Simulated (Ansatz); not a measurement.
Output of an Ansatz run (abridged):

```
WARN ansatz: RAYON_NUM_THREADS=1 ignored (pool sized by the plan → 1); use --threads N
Pseudopotentials: kind: paw
Pseudopotential: Li, paw, valence charge 3
Pseudopotential: Cl, paw, valence charge 7
Crystal: 2 atoms, lattice volume = 34.256 Å³
Basis set: ecut = 420.4159175005146 eV, 645 PW (Γ), exchange–correlation on 50×50×50 points (8 copies of the dense FFT grid, shifted against one another)
Bands: 9, of which v1, the nominal top of the filled ones, is band 5 counted from 1 (4 counted from 0)
Symmetry: 48 space group operations
Space group: Fm-3m (ITA 225), of the structure as read, at distance tolerance 3.2e-5 Å
k-points: 29 of 512
PAW frozen core: Cl, regenerated for the run's functional, and the local potential with it
Initial density: superposition of atomic densities (neutral atoms: chi_scale 0, normalization atom), corrected by the library's trained network
Initial wavefunctions: pseudopotential atomic-orbital guess
Eigensolver: davidson
Functional: x = pbesol(κ = 0.804, μ = 0.12345679012345678), c = pbesol(β = 0.046)
SCF iter   1: F=—  HF=-1267.474320 eV  |F-HF|=—  |Δ(HF+E_count)|=         —  Δρ=3.87e-3  dr2=6.99e-3  ethr=1.77e-3  ⟨swp⟩=6.6  Hψ=1826  notcnv=0
all-band conjugate gradients solve this SCF's bands
preconditioner: auto → none
SCF iter   2: F=—  HF=-1267.471711 eV  |F-HF|=—  |Δ(HF+E_count)|=   2.61e-3  Δρ=1.14e-3  dr2=2.25e-4  ethr=6.99e-5  ⟨swp⟩=2.7  Hψ=634  notcnv=0
SCF iter   3: F=—  HF=-1267.471642 eV  |F-HF|=—  |Δ(HF+E_count)|=   6.88e-5  Δρ=4.20e-4  dr2=3.65e-5  ethr=2.25e-6  ⟨swp⟩=2.0  Hψ=290  notcnv=0
SCF iter   4: F=—  HF=-1267.471627 eV  |F-HF|=—  |Δ(HF+E_count)|=   1.52e-5  Δρ=4.01e-5  dr2=3.31e-7  ethr=3.65e-7  ⟨swp⟩=2.4  Hψ=336  notcnv=0
iter 5 did not close the SCF: its close was put off for the readings that it lacked (scf_convergence_deferred on its scf_iter line)
SCF iter   5: F=-1267.471627 eV  HF=-1267.471627 eV  |F-HF|=1.90e-9  |Δ(HF+E_count)|=   2.46e-7  Δρ=2.33e-6  dr2=8.59e-10  ethr=3.31e-9  ⟨swp⟩=2.7  Hψ=429  notcnv=0
SCF iter   6: F=-1267.471627 eV  HF=-1267.471627 eV  |F-HF|=2.57e-11  |Δ(HF+E_count)|=   1.91e-9  Δρ=2.24e-7  dr2=8.68e-12  ethr=8.59e-12  ⟨swp⟩=1.2  Hψ=751  notcnv=0
SCF 1 converged in 6 iterations: F = -1267.471627 eV  dr2 = 8.68e-12
SCF converged after 6 iterations
Free energy (F): -1267.471627 eV
Harris-Foulkes:  -1267.471627 eV  (|F-HF|=2.57e-11)
Internal energy: -1267.471627 eV  (E = F + TS)
E sigma→0 (E₀):  -1267.471627 eV
Fermi energy:    4.627184 eV
--- Per-component energies (eV) ---
  E_band       = -103.652946
  E_kinetic    = 182.862240
  E_local      = -327.344777  (includes V_loc(G=0)·N_el)
  E_nonlocal   = -4.242951
  E_hartree    = 94.952483
  E_xc         = -116.986164
  E_vxc        = -135.686675  (∫ρ·V_xc dr)
  E_paw        = -661.497961  (= ΣΔE_a)
  E_vpaw       = -9.145866  (= ΣTr[D̂ρ^β])
  E_aug_tail   = 0.000098  (compensation charges beyond the density's cutoff)
  E_ewald      = -435.293027
  E_core_change = 0.078432  (= ΣΔE_core)
  E_smearing   = -0.000000  (= −TS)
  E_closure    = -0.000000  (closes the sum)
  Σ components = -1267.471627   (vs F -1267.471627, Δ=0.00e0)
--- Forces (eV/Å), atoms counted from 1 ---
  atom   1  Li    -0.00000000     0.00000000    -0.00000000
  atom   2  Cl     0.00000000    -0.00000000    -0.00000000
  max |Σ_I F_I| component: 4.20e-30 eV/Å
--- Stress (GPa, compression-positive) ---
       -1.670880       0.000000       0.000000
       -0.000000      -1.670880       0.000000
        0.000000       0.000000      -1.670880
  P = ⅓ Tr σ = -1.6709 GPa (-16.709 kbar)
  The stress holds the Pulay correction. Without it, at fixed plane waves, as pw.x and ABINIT print it: P = -1.6736 GPa
--- Band table (eV; the first three rows and the last of 29) ---
  k-point 0: bands = ["-41.3371", "-11.8148", "1.5248", "1.5248", "1.5248", "7.5680", "13.1647", "13.1647", "13.1647"]
  k-point 1: bands = ["-41.3367", "-11.7404", "0.9939", "1.4839", "1.4839", "8.0381", "12.4046", "13.0927", "13.0927"]
  k-point 2: bands = ["-41.3357", "-11.5510", "-0.0602", "1.3905", "1.3905", "8.4912", "12.0067", "12.0067", "12.2229"]
  k-point 28: bands = ["-41.3334", "-11.0232", "-0.5902", "-0.5902", "0.4671", "10.8543", "11.4660", "11.6930", "11.6930"]
```

The structure:

```
CELL_PARAMETERS angstrom
      0.00000     2.57771     2.57771
      2.57771     0.00000     2.57771
      2.57771     2.57771     0.00000
ATOMIC_POSITIONS crystal
  Li 0.00000 0.00000 0.00000
  Cl 0.50000 0.50000 0.50000
```

Problem. Write an input that gives this output.

Solution. Other spellings and defaults could give the same log, and not every line can be read from it. The input that was run (DFT, PBEsol, plane waves, default PAW files made with PBE):

Ansatz 0.2 input:
```yaml
# LiCl
crystal:
  lattice:
    - [0.000000, 2.577710, 2.577710]
    - [2.577710, 0.000000, 2.577710]
    - [2.577710, 2.577710, 0.000000]
  atoms:
    - { symbol: Li, position_ang: [0.000000, 0.000000, 0.000000] }
    - { symbol: Cl, position_ang: [2.577710, 2.577710, 2.577710] }
basis:
  ecutwfc: 30.9 Ry
kpoints:
  mp_grid: { grid: [8, 8, 8] }
hamiltonian:
  xc: pbesol
  pseudopotentials: { kind: paw }
scf:
  occupations: { method: fermi_dirac, width: 0.0037 Ry }
output:
  forces: true
  eigenvalues: true
  stress: true
```

The starting cell has typed, rounded lattice constants, without a prior relaxation at this level. Its lattice was rescaled by up to half a per cent. Ansatz's pressure includes its estimate of the finite-basis (Pulay) stress.

Ansatz is a quantum-chemistry and plane-wave program.
